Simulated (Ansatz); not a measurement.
Consider Sc in the hcp (Mg type) structure (space group P6_3/mmc, No. 194; a = 3.319 Å, c = 5.166 Å).

Calculations: PBE in Ansatz (plane waves to 420 eV, PAW, no spin-orbit coupling).

One change was made to it. Results:

| quantity | base | after |
|---|---|---|
| band gap | zero | zero |
| shortest interatomic distance | 321.6 pm | 318.7 pm |
| density | 3.03 g/cm³ | 3.11 g/cm³ |

### Question
Which of these changes matches the shifts?
A) pressure −1 GPa
B) pressure 1.5 GPa
C) pressure 0.3 GPa
D) pressure 7.5 GPa

### Answer
B, pressure 1.5 GPa. For comparison, the shortest interatomic distance in the other runs: pressure 0.3 GPa gives 321.0 pm; pressure 7.5 GPa gives 309.1 pm; pressure −1 GPa gives 323.7 pm.

Load acts through the strain it causes; cell and atoms are relaxed under it. No phonon test of stability was made. No other phases were tried under pressure. All final runs are without spin polarisation.

Ansatz is a quantum-chemistry and plane-wave program.
